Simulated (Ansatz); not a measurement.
Functionals compared on O on the 1x1 (10-10) surface of wurtzite ZnO (cut with top plane O + Zn), one in a 2x1 cell, started at the site 'top Zn #2', in Ansatz (plane waves, PAW). The structure was relaxed with PBE; the other rows are single points on it, each with its references at the same level. Cutoff 420 eV (500 eV for r2SCAN). The points keep PBE's geometry, so the relaxation of a polaron and the settling of charge on one site are left out. HSE06 used the coarser mesh 3x3x1.

Host crystal: wurtzite ZnO, with a band gap (PBE, scalar-relativistic without spin-orbit coupling).

Set-up: 33 atoms, 9.4 Å thick at the start under the adsorbate (thin: gaps and levels are the slab's own); mesh 3x4x1; 0.01 eV smearing; dipole correction on; 16 atoms held, the rest relaxed; symmetry of the start imposed; spin-polarised, ending with about 2.0 μB a cell; orders that need a larger cell were not tried, no spin-orbit, no U, no dispersion correction. It is one chosen start, not shown to be the lowest state of the adsorbate. These notes are the PBE run's. RPBE: The program's check for a lower electronic state was not made. r2SCAN: The program's check for a lower electronic state was not made. HSE06: The program's check for a lower electronic state was not made. Adsorption energies are against ½ O2(g). A negative adsorption energy means that the adsorbate is more stable on the surface than in its reference.

| functional | adsorption energy (eV) | magnetic moment of the cell (μB) |
|---|---|---|
| PBE | 2.60 | 2.00 |
| RPBE | 2.62 | 2.00 |
| r2SCAN | 2.39 | 2.00 |
| HSE06 | ? | 2.00 |

Q: Complete the blanks.

A: 
- HSE06, adsorption energy (eV): 2.65

Ansatz is an electronic-structure program.
